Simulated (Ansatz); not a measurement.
Where the default PAW files enter, the runs use the earlier of Ansatz's two default sets.

Input:

```yaml
crystal:
  lattice:
    - [4.64158, 0.00000, 0.00000]
    - [-2.32079, 4.01973, 0.00000]
    - [2.32079, -1.33991, 3.78984]
  atoms:
    - { symbol: Ag, position: [0.00000, 0.00000, 0.00000] }
    - { symbol: I, position: [0.75000, 0.25000, 0.75000] }
```

Space group of this cell: F-43m, zinc blende. The cell is taken as given; by PBEsol its mean pressure is -1.6 GPa.

Transport runs along the normal of the first two printed cell vectors, the (111) plane of the conventional cell.

No gap correction and no spin-orbit coupling; mid-gap values are interpolated between computed energies.

Task: Estimate the band gap and the smallest decay constant κ at mid-gap that Ansatz (a first-principles code) with PBEsol returns for this system.

Result: Gap 1.20 eV on a 8×8×8 mesh; κ = 0.110 1/Å, at the zone centre.
